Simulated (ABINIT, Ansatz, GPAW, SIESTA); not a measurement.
# PtAl2 (Fm-3m, 3 atoms in the cell) computed with different codes at matched settings

Self-consistent single point.

```yaml
crystal:
  lattice:
    - [0.00000, 2.90004, 2.90004]
    - [2.90004, 0.00000, 2.90004]
    - [2.90004, 2.90004, 0.00000]
  atoms:
    - { symbol: Al, position: [0.25000, 0.25000, 0.25000] }
    - { symbol: Al, position: [0.75000, 0.75000, 0.75000] }
    - { symbol: Pt, position: [0.00000, 0.00000, 0.00000] }
```

Shared settings, as Ansatz (a first-principles code) writes them: kpoints.mp_grid.grid = 5 5 5; scf.occupations.method = fermi_dirac; scf.occupations.width = 0.0073 Ry. Potentials and cutoffs stand in the table.

```csv
code,model,pressure (GPa),cutoff
Ansatz,"PBE, default PAW files",11.61,default
GPAW,"PBE, GPAW PAW datasets PBE (gpaw-data 1.0.1)",12.19,550 eV
SIESTA,"GGA PBE, numerical atomic orbitals TZP, PseudoDojo PBE standard norm-conserving potentials (rewritten from UPF to PSML)",11.62,grid 400 Ry
ABINIT,"PBE, norm-conserving pseudopotentials (PseudoDojo nc-sr-05 PBE standard)",11.46,42 Ha
```

On Ansatz's run: spin-orbit coupling is off. Spin polarisation is off.

The spread over the programs that give each value: pressure within 0.73 GPa.

SIESTA uses small atom-centred bases, whose incompleteness enters pressures, forces and empty levels differently from a plane-wave cutoff. Ansatz's pressure is given at a fixed set of plane waves, as the other plane-wave codes print theirs; with its correction for the finite basis it is 11.68 GPa.

On the base mesh (13 13 13) the same programs gave: Ansatz pressure 11.34 GPa; ABINIT pressure 11.19 GPa; GPAW pressure 11.92 GPa; SIESTA pressure 11.27 GPa.

The starting cell has typed, rounded lattice constants, without a prior relaxation at this level. Its lattice was rescaled by a random factor within 2.5 % of one.

Left out of this page: Elk and FLEUR (not drawn, or without a comparable value).

Keys are those of Ansatz 0.2.
